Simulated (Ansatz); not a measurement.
Reference: Si (Fd-3m), r2SCAN with spin-orbit coupling, rigid bands (plane waves, PAW; Ansatz, a first-principles code); axes and stresses refer to this cell.

```xyz
2
Lattice="0.0000 2.7221 2.7221 2.7221 0.0000 2.7221 2.7221 2.7221 0.0000" Properties=species:S:1:pos:R:3 pbc="T T T"
Si     1.3611     1.3611     1.3611
Si     0.0000     0.0000     0.0000
```

The electron conductivity mass is 0.28 mₑ, the Seebeck coefficient, p-type 1e19 cm⁻³ is 311 μV/K and the Seebeck coefficient, n-type 1e19 cm⁻³ comes out as -308 μV/K.

Task: After one change the values are electron conductivity mass 0.28 mₑ; Seebeck coefficient, p-type 1e19 cm⁻³ 230 μV/K; Seebeck coefficient, n-type 1e19 cm⁻³ -222 μV/K. Which change was made?
A. hydrostatic pressure 10 GPa
B. biaxial stress xx = yy = 1 GPa (compression positive)
C. hydrostatic pressure -2 GPa
D. biaxial stress xx = yy = -2 GPa (compression positive)

Result: D, biaxial stress xx = yy = -2 GPa (compression positive)

Masses are for dilute carriers at 300 K, harmonic means over directions unless an axis is named. Seebeck coefficients are for the stated density at 300 K, with one relaxation time for all states and whether or not that doping can be reached. Stresses and pressures are the targets of the relaxation.  The structure type is held under load, also where the real crystal would transform.
